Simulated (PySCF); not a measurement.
PySCF 2.14.0, unrestricted WB97X/def2-tzvp, df: Cd(Cl)2 cation ([Cl][Cd][Cl]), charge +1, multiplicity 2, 3 atoms. The geometry is a generated start, not checked to be a minimum at this level.

```yaml
task: energy
method: wb97x
basis: def2-tzvp
two_electron_scheme: density fitting
mol.max_memory: 3000 MB
mf.max_cycle: 100
mf.init_guess: minao (default)
mf.DIIS: CDIIS (default)
mf.conv_tol: 1e-09 (default)
mf.grids.level: 3 (default)
effective_core_potentials: those of the basis set, past Kr
basis_functions: 114
grid_points: 60152
```

```xyz
3

Cd     0.5425    -0.4395     0.5113
Cl     1.1111     0.5096    -1.4749
Cl    -1.6536    -0.0702     0.9637
```

Charge 1 and multiplicity 2 are set for this test and not shown to be the ground state.

One run each on 2 threads, 1 BLAS thread. Values of diis_space tried: 3, 5, 8 (default), 12, 20.

**Question.** Predict the course of the Fock builds along this series.

**Answer.** Fewest Fock builds, within one of each other: 8 (default) with 18, 12 with 18, 20 with 18. The count rises to 33 at 3. All converge to one solution.

```tsv
diis_space	Fock builds	end
3	33	same solution
5	20	same solution
8 (default)	18	same solution
12	18	same solution
20	18	same solution
```
